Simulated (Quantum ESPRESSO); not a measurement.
Equation of state of zinc-blende BP (space group 216): energy against volume (Quantum ESPRESSO, PBEsol)

```
BP
1.0
    0.00000     2.20409     2.20409
    2.20409     0.00000     2.20409
    2.20409     2.20409     0.00000
B P
1 1
Direct
  0.00000   0.00000   0.00000
  0.75000   0.75000   0.75000
```

Method: PBEsol, GBRV 1.5 ultrasoft (PBESOL) pseudopotentials (plane waves; Quantum ESPRESSO 7.5). Settings: ecutwfc = 52 Ry; ecutrho = 260 Ry; occupations = smearing; smearing = fd; degauss = 0.000734986 Ry; potentials = {B: b_pbesol_v1.4.uspp.F.UPF, P: p_pbesol_v1.5.uspp.F.UPF}; K_POINTS = automatic 13 13 13 0 0 0; conv_thr = 1e-10 Ry. The cell above is the first row's. The rows scale it uniformly. In all rows fractional positions and the k mesh are held. E is the free energy at the stated smearing, counted from the lowest row.

| V (Å^3/atom) | E (meV/atom) |
|---|---|
| 10.708 | ? |
| 10.940 | 18.07 |
| 11.173 | 6.43 |
| 11.406 | 0.58 |
| 11.639 | 0.00 |
| 11.871 | 4.19 |
| 12.104 | 12.73 |
| 12.337 | 25.21 |
| 12.570 | 41.26 |

Question: Fit E against V with the third-order Birch-Murnaghan form, a cubic in V^(-2/3), and predict the withheld value at V = 10.708.

Answer: With u = V^(-2/3) - 0.194, the rows have u = 0.008919, 0.006088, 0.003353, 0.000711, -0.001835, -0.004309, -0.006705, -0.009026. Least squares gives E = 0.708 - 1239.53·u + 358869·u² - 177858·u³. Residuals (row less fit): -0.004, 0.007, 0.000, -0.008, -0.002, 0.003, 0.004, -0.003; standard error 0.007 (degrees of freedom: 4). Its minimum lies at u = 0.001729, so V0 = (0.195729)^(-3/2) = 11.55. There d²E/du² = 715900 and d³E/du³ = -1067000, so B0 = (4/9) × 11.55^(-7/3) × 715900 × 0.160218 = 169 GPa (the last factor turns the table's units into GPa), and B0' = 4 + (2/3) × 0.195729 × (-1067000)/715900 = 3.8. The program's pressures in the fitted runs (not shown) pass through zero at V = 11.54, 0.03 % from this V0. At the withheld row, u = 0.011839, so E = 0.708 - 1239.53 × 0.011839 + 358869 × 0.011839² - 177858 × 0.011839³ = 36.038 meV/atom. The calculation gives 36.09 meV/atom, 0.052 meV/atom above the prediction (0.1 % of the range of E in the table). The row lies outside the fitted rows, so this is an extrapolation. From the scatter of the fitted rows alone, a prediction at this place has a standard error of 0.019 meV/atom, so the miss is 2.7 times that.

Carrying the step between the two nearest rows on in a straight line would have given 29.66, off by 6.43; series whose last step already gives the withheld value aren't shown. The scan was laid around a cell of about the measured size, scaled by a guess for this functional. The runs keep the symmetry of the cell, so they don't test it for distortions. Cutoffs and mesh are single choices, not tested for convergence of this quantity. Series with a scatter that would blur these digits, or in which a gap closes, are not shown. Nor are scans whose minimum lies at an end fitted in this form.
